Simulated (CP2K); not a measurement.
Input and output of a self-consistent single point for MgZnCu (P1, 6 atoms in the cell) (CP2K).

Method: CP2K with LDA (Pade form), GPW, DZVP-MOLOPT-SR-GTH basis, GTH-PADE potentials (GTH_POTENTIALS).

The change in words: atoms moved at random. Reference geometry:
```xyz
6
Lattice="5.0837 0.0000 0.0000 -0.0348 5.0836 0.0000 -2.4934 -2.5726 3.6067" Properties=species:S:1:pos:R:3 pbc="T T T"
Mg    -0.0277     3.7955     0.9017
Mg     2.5832    -1.2846     2.7050
Zn     1.2778     1.2555     1.8034
Zn     2.5418     0.0000     0.0000
Cu     2.5244     2.5418     0.0000
Cu    -1.2641     1.2555     1.8034
```

Reference input (self-consistent single point, DFT LDA (Pade form), GPW, DZVP-MOLOPT-SR-GTH basis, GTH-PADE potentials (GTH_POTENTIALS)): CUTOFF = 1000 Ry; REL_CUTOFF = 60 Ry; SMEAR/METHOD = FERMI_DIRAC; ELECTRONIC_TEMPERATURE = 1160.45 K; KPOINTS/SCHEME = MONKHORST-PACK 5 5 5; XC_FUNCTIONAL = PADE; Mg/BASIS_SET = DZVP-MOLOPT-SR-GTH; Mg/POTENTIAL = GTH-PADE-q10; Zn/BASIS_SET = DZVP-MOLOPT-SR-GTH; Zn/POTENTIAL = GTH-PADE-q12; Cu/BASIS_SET = DZVP-MOLOPT-SR-GTH; Cu/POTENTIAL = GTH-PADE-q11. This run's input differs from it in these lines:

```diff
@@ -69,8 +69,8 @@
       SCALED
-      Mg       0.12315000     0.87315000     0.25000000
-      Mg       0.87685000     0.12685000     0.75000000
-      Zn       0.50000000     0.50000000     0.50000000
-      Zn       0.50000000     0.00000000     0.00000000
-      Cu       0.50000000     0.50000000     0.00000000
-      Cu       0.00000000     0.50000000     0.50000000
+      Mg       0.11699100     0.88385700     0.25644700
+      Mg       0.87732300     0.11513100     0.74021400
+      Zn       0.50229700     0.51042000     0.49622800
+      Zn       0.48932700    -0.00941200    -0.01573200
+      Cu       0.50593400     0.51012800     0.01833700
+      Cu       0.00812900     0.48987500     0.50450500
     &END COORD
```

The program printed (abridged):

```
 SCF WAVEFUNCTION OPTIMIZATION

  Step     Update method      Time    Convergence         Total energy    Change
     1 NoMix/Diag. 0.30E+00      -     1.28039013      -344.0238213570 -3.44E+02
     2 Broy./Diag. 0.30E+00      -     0.26430147      -349.1848438338 -5.16E+00
     3 Broy./Diag. 0.30E+00      -     0.02172397      -344.6932995362  4.49E+00
     4 Broy./Diag. 0.30E+00      -     0.02385880      -344.0366043867  6.57E-01
     5 Broy./Diag. 0.30E+00      -     0.01492957      -343.4959610326  5.41E-01
     6 Broy./Diag. 0.30E+00      -     0.00450918      -343.4145002554  8.15E-02
   [... 10 lines left out ...]
    17 Broy./Diag. 0.30E+00      -     0.00000076      -343.4701982627 -1.18E-05
    18 Broy./Diag. 0.30E+00      -     0.00000042      -343.4701983297 -6.70E-08
    19 Broy./Diag. 0.30E+00      -     0.00000042      -343.4701956818  2.65E-06
    20 Broy./Diag. 0.30E+00      -     0.00000006      -343.4701944837  1.20E-06
  *** SCF run converged in    20 steps ***

  Overlap energy of the core charge distribution:               0.00000003039156
  Self energy of the core charge distribution:               -555.55852336496048
  Core Hamiltonian energy:                                    174.51881710929413
  Hartree energy:                                              86.98534278640088
  Exchange-correlation energy:                                -49.41406261868657
  Electronic entropic energy:                                  -0.00176842620278
  Fermi energy:                                                 0.22309810844892

  Total energy:                                              -343.47019448369781
  Total energy (extrapolated to T->0):                       -343.46931027059640

   [... lines left out ...]

 STRESS| Analytical stress tensor [bar]
 STRESS|                        x                   y                   z
 STRESS|      x       -5.92773502847E+04  -1.05269720604E+03  -6.69398118540E+03
 STRESS|      y       -1.05269720604E+03  -6.40795107468E+04  -1.08799196676E+03
 STRESS|      z       -6.69398118540E+03  -1.08799196676E+03  -5.80653316092E+04
 STRESS| 1/3 Trace                                            -6.04740642136E+04
```

The run converged in 20 iterations. Against the reference run the free energy goes up by 9.3 meV/atom, the pressure goes from -6.37 to -6.05 GPa and the largest force goes from 0.133 to 0.387 eV/Å.

The starting cell comes from a database of computed structures (which also holds hypothetical and non-ambient phases and stackings), without a prior relaxation at this level. Its lattice was rescaled by a random factor within 2.5 % of one. For this run, on top of that: atoms moved at random. Spin polarisation is off. Values carry the incompleteness of an atom-centred basis. With a pressure of about -6 GPa the cell is away from its equilibrium volume at this level.

Cost on one core of a shared machine: roughly 3 min.
